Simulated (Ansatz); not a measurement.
Start of a relaxation of (Si,Ge,Sn)3N4 alloy cell Sn3Ge3N16Si6 (spinel nitride start), prepared with a machine-learned potential:

```yaml
crystal:
  lattice:
    - [0.00692, -4.09792, -4.09882]
    - [-0.05198, -4.16993, 4.17084]
    - [-8.30300, -0.04512, 0.05898]
  atoms:
    - { symbol: Si, position: [0.25231, 0.48655, 0.35992] }
    - { symbol: Si, position: [0.74469, 0.01143, 0.89063] }
    - { symbol: Si, position: [0.74707, 0.48786, 0.35980] }
    - { symbol: Ge, position: [0.25619, 0.01006, 0.89153] }
    - { symbol: Si, position: [0.99736, 0.25149, 0.12830] }
    - { symbol: Sn, position: [0.50174, 0.75123, 0.62052] }
    - { symbol: Ge, position: [0.99812, 0.75177, 0.12892] }
    - { symbol: Si, position: [0.50249, 0.24901, 0.61969] }
    - { symbol: Ge, position: [0.50131, 0.49890, 0.00507] }
    - { symbol: Sn, position: [0.99622, 0.99871, 0.49179] }
    - { symbol: Sn, position: [0.99982, 0.50052, 0.75241] }
    - { symbol: Si, position: [0.50116, 0.99924, 0.24876] }
    - { symbol: N, position: [0.99114, 0.22225, 0.90730] }
    - { symbol: N, position: [0.50204, 0.72876, 0.35827] }
    - { symbol: N, position: [0.76940, 0.49272, 0.13431] }
    - { symbol: N, position: [0.27302, 0.02820, 0.64855] }
    - { symbol: N, position: [0.27328, 0.47236, 0.58940] }
    - { symbol: N, position: [0.75921, 0.00759, 0.12392] }
    - { symbol: N, position: [0.50645, 0.24351, 0.86647] }
    - { symbol: N, position: [0.00039, 0.70050, 0.36170] }
    - { symbol: N, position: [0.99134, 0.79259, 0.89335] }
    - { symbol: N, position: [0.50110, 0.25334, 0.37683] }
    - { symbol: N, position: [0.22998, 0.49318, 0.13286] }
    - { symbol: N, position: [0.73033, 0.02799, 0.65739] }
    - { symbol: N, position: [0.72878, 0.47232, 0.58848] }
    - { symbol: N, position: [0.23780, 0.00796, 0.13127] }
    - { symbol: N, position: [0.50812, 0.77643, 0.88478] }
    - { symbol: N, position: [0.99914, 0.28355, 0.34775] }
```

Level of theory: PBE (plane waves to 420 eV, PAW; Ansatz, a program for electronic structure). No spin–orbit coupling. Its k-point mesh 4×4×3, Fermi–Dirac width 0.01 eV.

Held fixed: nothing of the cell; free forces relaxed under 0.03 eV/Å.

Problem. What does it relax into, and how much energy is released?

Solution. The energy falls by 0.156 eV, and the end has space group P1.

```yaml
crystal:
  lattice:
    - [0.00566, -4.10769, -4.10780]
    - [-0.02411, -4.15425, 4.15439]
    - [-8.27298, -0.01860, 0.02998]
  atoms:
    - { symbol: Si, position: [0.25180, 0.48938, 0.36301] }
    - { symbol: Si, position: [0.74680, 0.00986, 0.88728] }
    - { symbol: Si, position: [0.74787, 0.48986, 0.36318] }
    - { symbol: Ge, position: [0.25523, 0.00937, 0.88777] }
    - { symbol: Si, position: [0.99708, 0.25080, 0.12856] }
    - { symbol: Sn, position: [0.50202, 0.75129, 0.62078] }
    - { symbol: Ge, position: [0.99741, 0.75054, 0.12853] }
    - { symbol: Si, position: [0.50241, 0.24943, 0.62039] }
    - { symbol: Ge, position: [0.50248, 0.49960, 0.00774] }
    - { symbol: Sn, position: [0.99872, 0.00409, 0.49416] }
    - { symbol: Sn, position: [0.99805, 0.49370, 0.75078] }
    - { symbol: Si, position: [0.49953, 0.99934, 0.24633] }
    - { symbol: N, position: [0.99030, 0.22117, 0.90640] }
    - { symbol: N, position: [0.50109, 0.72833, 0.35695] }
    - { symbol: N, position: [0.77035, 0.48908, 0.13711] }
    - { symbol: N, position: [0.27547, 0.02616, 0.64488] }
    - { symbol: N, position: [0.27365, 0.47503, 0.59366] }
    - { symbol: N, position: [0.75768, 0.01145, 0.12216] }
    - { symbol: N, position: [0.50928, 0.24332, 0.86421] }
    - { symbol: N, position: [0.99939, 0.70388, 0.36443] }
    - { symbol: N, position: [0.99054, 0.78866, 0.89025] }
    - { symbol: N, position: [0.50135, 0.25491, 0.37682] }
    - { symbol: N, position: [0.22918, 0.48902, 0.13451] }
    - { symbol: N, position: [0.73078, 0.02576, 0.65437] }
    - { symbol: N, position: [0.72734, 0.47460, 0.59140] }
    - { symbol: N, position: [0.23509, 0.01100, 0.13088] }
    - { symbol: N, position: [0.50988, 0.77584, 0.88431] }
    - { symbol: N, position: [0.99923, 0.28454, 0.34916] }
```
